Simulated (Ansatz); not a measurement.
# Pressure series in Ga2O3

Start from Ga$_{2}$O$_{3}$ in the corundum structure (space group R-3c, No. 167).

```xyz
10
Lattice="2.4923 1.4389 4.4805 -2.4923 1.4389 4.4805 0.0000 -2.8779 4.4805" Properties=species:S:1:pos:R:3 pbc="T T T"
Ga     0.0000     0.0000     4.7771
Ga     0.0000     0.0000     1.9437
Ga     0.0000     0.0000     8.6645
Ga     0.0000     0.0000    11.4979
O     -0.9789     1.4389     7.8410
O     -0.7567    -1.5672     7.8410
O      1.7356     0.1282     7.8410
O      0.9789    -1.4389     5.6007
O      0.7567     1.5672     5.6007
O     -1.7356    -0.1282     5.6007
```

Cell and atoms are relaxed at each pressure.

Level of theory: Ansatz (a program for electronic structure) r2SCAN, no SOC.

Notes on the quantities. enthalpy: H = E + PV relative to the base's energy.

| case | lattice parameter a | band gap | enthalpy | smallest direct gap |
|---|---|---|---|---|
| base | 4.985 Å | 3.55 eV | – | 3.81 eV |
| pressure −2 GPa | 4.998 Å | 3.46 eV | -0.12 eV/atom | 3.70 eV |
| pressure −1 GPa | 4.991 Å | 3.51 eV | -0.06 eV/atom | 3.76 eV |
| pressure 3 GPa | 4.966 Å | 3.69 eV | +0.18 eV/atom | 3.96 eV |
| pressure 7 GPa | 4.943 Å | 3.87 eV | +0.42 eV/atom | 4.14 eV |
| pressure 15 GPa | 4.902 Å | 4.20 eV | +0.88 eV/atom | 4.49 eV |
| pressure 30 GPa | 4.838 Å | 4.73 eV | +1.71 eV/atom | 5.03 eV |
| pressure 50 GPa | 4.771 Å | 5.32 eV | +2.77 eV/atom | 5.61 eV |
| pressure 75 GPa | 4.708 Å | 5.91 eV | +4.02 eV/atom | 6.17 eV |
| pressure 100 GPa | 4.660 Å | 6.35 eV | +5.22 eV/atom | 6.59 eV |

Load acts through the strain it causes; cell and atoms are relaxed under it. Stability against distortions was not tested. No other phases were tried under pressure.
